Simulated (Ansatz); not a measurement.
Results of PBE in Ansatz (plane waves, PAW) for TaSiO (model structure, started from the ZrSiS type, P4/nmm, No. 129, 6 atoms in the cell).

Input:

Ansatz 0.2 input:
```yaml
crystal:
  lattice:
    - [3.2617712244, 0.0, 0.0]
    - [0.0, 3.2617712244, 0.0]
    - [0.0, 0.0, 6.9219156872]
  atoms:
    - { symbol: Ta, position: [0.0, 0.5, 0.7053651102] }
    - { symbol: Ta, position: [0.5, 0.0, 0.2946348898] }
    - { symbol: Si, position: [0.0, 0.0, 0.0] }
    - { symbol: Si, position: [0.5, 0.5, 0.0] }
    - { symbol: O, position: [0.5, 0.0, 0.6018333624] }
    - { symbol: O, position: [0.0, 0.5, 0.3981666376] }
basis:
  ecutwfc: 520
  ecutrho_ratio: 4
  xc_grid: 2
kpoints:
  mp_grid: { grid: [18, 18, 8] }
hamiltonian:
  xc: pbe
  dispersion: none
  pseudopotentials: { kind: paw }
scf:
  occupations: { method: fermi_dirac, width: 0.05 }
output:
  forces: true
  stress: true
  eigenvalues: true
relax:
  f_tol: 0.004
  escape_saddle: false
  max_steps: 80
  cell: { stress_tol: 0.02, fix: [volume] }
```

The run printed, among other lines:

```
Relaxation: its limit of steps is 80 (relax.max_steps)
Crystal: 6 atoms, lattice volume = 73.643 Å³
Basis set: ecut = 520 eV, 1945 PW (Γ), exchange–correlation on 50×50×108 points (8 copies of the dense FFT grid, shifted against one another)
Bands: 29, of which v1, the nominal top of the filled ones, is band 23 counted from 1 (22 counted from 0)
Symmetry: 16 space group operations
Space group: P4/nmm (ITA 129), of the structure as read, at distance tolerance 4.2e-5 Å
k-points: 275 of 2592
Functional: x = pbe(κ = 0.804, μ = 0.2195149727645171), c = pbe(β = 0.06672455060314922)
SCF iter   1: F=—  HF=-22271.904065 eV  |F-HF|=—  |Δ(HF+E_count)|=         —  Δρ=7.92e-3  dr2=3.23e-2
SCF iter   2: F=—  HF=-22271.900933 eV  |F-HF|=—  |Δ(HF+E_count)|=   3.13e-3  Δρ=4.36e-3  dr2=9.35e-3
  ...
SCF 1 converged in 7 iterations: F = -22271.900640 eV  dr2 = 3.63e-8
Crystal: 6 atoms, lattice volume = 73.643 Å³
Initial density: handed on by an earlier stage of this run
SCF 2 converged in 6 iterations: F = -22271.901740 eV  dr2 = 1.59e-8
  ...
SCF 3 converged in 6 iterations: F = -22271.902382 eV  dr2 = 1.10e-8
Crystal: 6 atoms, lattice volume = 73.643 Å³
SCF 4 converged in 6 iterations: F = -22271.902438 eV  dr2 = 2.34e-11
Crystal: 6 atoms, lattice volume = 73.643 Å³
SCF 5 converged in 6 iterations: F = -22271.902440 eV  dr2 = 3.46e-11
Crystal: 6 atoms, lattice volume = 73.643 Å³
SCF 6 converged in 6 iterations: F = -22271.902441 eV  dr2 = 5.54e-12
Crystal: 6 atoms, lattice volume = 73.643 Å³
SCF iter   7: F=-22271.902439 eV  HF=-22271.902439 eV  |F-HF|=1.09e-11  |Δ(HF+E_count)|=  1.82e-11  Δρ=1.48e-9  dr2=3.60e-15
SCF iter   8: F=-22271.902439 eV  HF=-22271.902439 eV  |F-HF|=7.28e-12  |Δ(HF+E_count)|=  1.09e-11  Δρ=7.65e-10  dr2=4.67e-16
SCF 7 converged in 8 iterations: F = -22271.902439 eV  dr2 = 4.67e-16
SCF converged after 8 iterations
Free energy (F): -22271.902439 eV
Internal energy: -22271.866929 eV  (E = F + TS)
E sigma→0 (E₀):  -22271.884684 eV
Fermi energy:    16.293710 eV
--- Forces (eV/Å), atoms counted from 1 ---
  atom   1  Ta    -0.00000000    -0.00000000     0.00001531
  atom   2  Ta     0.00000000     0.00000000    -0.00001531
  atom   3  Si     0.00000000    -0.00000000    -0.00000000
  atom   4  Si    -0.00000000     0.00000000     0.00000000
  atom   5  O      0.00000000     0.00000000    -0.00000914
  atom   6  O      0.00000000    -0.00000000     0.00000914
--- Stress (GPa, compression-positive) ---
        4.060479       0.000000      -0.000000
        0.000000       4.060479       0.000000
       -0.000000       0.000000       4.058861
  P = ⅓ Tr σ = 4.0599 GPa (40.599 kbar)
```

The cell is one volume of an energy–volume scan, off the minimum.

Note: the relaxation could raise the start's symmetry but not lower it, so the cell can be a saddle point.

Cost on a shared machine: very roughly 7 core-minutes.

A model structure was made by putting elements into a prototype or built by hand; it is no filed structure, need not be a known phase, and can be a saddle point held by its symmetry.

Ansatz is an electronic-structure program.
